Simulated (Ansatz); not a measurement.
We consider CsCl-type CoAl, described by PBE in Ansatz (PAW).

Settings: plane-wave cutoff 500 eV, 20×20×20 k mesh, Fermi–Dirac smearing 0.1 eV, no spin polarisation, scalar-relativistic PAW data made under PBE.

Computed at the level's own relaxed cell.

Task: What does this level give for the equilibrium volume per atom and equilibrium lattice constant a?

Result: 
* **equilibrium volume per atom**: 11.61 Å³/atom
* **equilibrium lattice constant a**: 2.853 Å

Measured, for comparison: equilibrium volume per atom 11.71 Å³/atom, lattice constant a 2.861 Å (room temperature, no zero-point or thermal correction; as tabulated in Yamada et al. (2019), arXiv:1910.09660). Computed (rounded) less measured: equilibrium volume per atom -0.9 %, lattice constant a -0.3 %. A static lattice is as a rule a little smaller and stiffer than an uncorrected measurement, which narrows the difference in the equilibrium volume per atom and would widen misses of the other sign.

Computed values are for the static lattice.

It cost roughly 50 core-seconds of CPU time.

Ansatz is a first-principles code.
